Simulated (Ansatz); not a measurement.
# Converging shifted k-point meshes: CdHgSe₂ (Pmm2, 4 atoms in the cell)

```xyz
4
Lattice="4.3424 0.0000 0.0000 0.0000 4.3424 0.0000 0.0000 0.0000 6.1284" Properties=species:S:1:pos:R:3 pbc="T T T"
Cd     2.1712     2.1712     3.1142
Hg     0.0000     0.0000     0.0000
Se     0.0000     2.1712     1.5506
Se     2.1712     0.0000     4.5779
```

Method of the run: LDA (PW92), default PAW files made with PBE (plane waves; Ansatz, an electronic-structure program).

Base settings: basis.ecutwfc = 30.9 Ry; kpoints.mp_grid.grid = 7 7 5; hamiltonian.xc = lda; hamiltonian.pseudopotentials = {kind: paw} (the program's default PAW files); scf.occupations.method = gaussian; scf.occupations.width = 0.0073 Ry.

In this ladder: kpoints.mp_grid.shift = 0.5 0.5 0.5.

Only quantities that move along the ladder and can be compared are tabulated.

The count of work is k-points × plane waves × bands × iterations; it is no time. 

The starting cell comes from a database of computed structures (which also holds hypothetical and non-ambient phases and stackings), without a prior relaxation at this level. Its lattice was rescaled by up to half a per cent. One atom was moved a little off its site on purpose. Ansatz's pressure includes its estimate of the finite-basis (Pulay) stress. The run gives no clean gap (levels at the Fermi energy touch, overlap or are partly filled at this smearing), which alone does not show that the compound is a metal.

| kpoints.mp_grid.grid | free energy less the last step's (meV/atom) | pressure (GPa) | largest difference of a force vector from the last step's (eV/Å) | count of work / last |
|---|---|---|---|---|
| 2 2 1 | -99.27 | -3.22 | 0.084 | 0.0016 |
| 2 2 2 | -159.31 | -3.76 | 0.116 | 0.0016 |
| 3 3 2 | -31.09 | -2.82 | 0.029 | 0.0065 |
| 4 4 3 | -8.80 | -2.62 | 0.009 | 0.011 |
| 5 5 4 | -2.91 | -2.57 | 0.003 | 0.026 |
| 7 7 5 | -0.43 | -2.54 | 0.000 | 0.069 |
| 9 9 7 | -0.10 | -2.54 | 0.000 | 0.14 |
| 11 11 8 | -0.02 | -2.54 | 0.000 | 0.21 |
| 13 13 10 | -0.01 | -2.54 | 0.000 | 0.35 |
| 20 20 14 | 0.00 | -2.54 | 0.000 | 1.0 |

Coarsest kpoints.mp_grid.grid that holds the forces within 0.01 eV/Å of the last step, with all finer ones: 4 4 3, at 0.011 of the last step's count of work; the step before is off by 0.029 eV/Å.

Coarsest kpoints.mp_grid.grid that holds the free energy within 2 meV/atom of the last step, with all finer ones: 7 7 5, at 0.069 of the last step's count of work; the step before is off by 2.9 meV/atom.

Coarsest kpoints.mp_grid.grid that holds the pressure within 0.2 GPa of the last step, with all finer ones: 4 4 3, at 0.011 of the last step's count of work; the step before is off by 0.28 GPa.

Keys are those of Ansatz 0.2.
